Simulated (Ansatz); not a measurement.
We consider B20 (FeSi-type) CoSi, described by PBEsol (PAW; Ansatz, a quantum-chemistry and plane-wave program).

Run with plane-wave cutoff 520 eV, 14×14×14 k mesh, Fermi–Dirac smearing 0.02 eV (set by the program), no spin polarisation, scalar-relativistic PAW data made under PBE.

Computed at the level's own relaxed cell.

Hill averages of the elastic tensor: K = 241.2 GPa, G = 128.0 GPa. Volume 10.545 Å³/atom, mean atomic mass 43.509 u.

**Question.** Work out the density, the sound velocities of a polycrystal and the elastic Debye temperature, and Pugh's ratio at this level.

**Answer.** ρ = 1.66054 × 43.509/10.545 = 6.851 g/cm³. v_l = √[(K + 4G/3)/ρ] = 7.754 km/s and v_t = √(G/ρ) = 4.322 km/s. The mean follows from 3/v_m³ = 1/v_l³ + 2/v_t³: v_m = 4.812 km/s. Θ_D = (ħ/k_B) v_m (6π²/V)^(1/3) = 76.38 K Å s/km × 4.812 × 1.7775 Å⁻¹ = 653 K, counting all atoms of the cell. K/G = 1.88, to be set beside Pugh's rough bound of 1.75 between brittle and ductile metals.
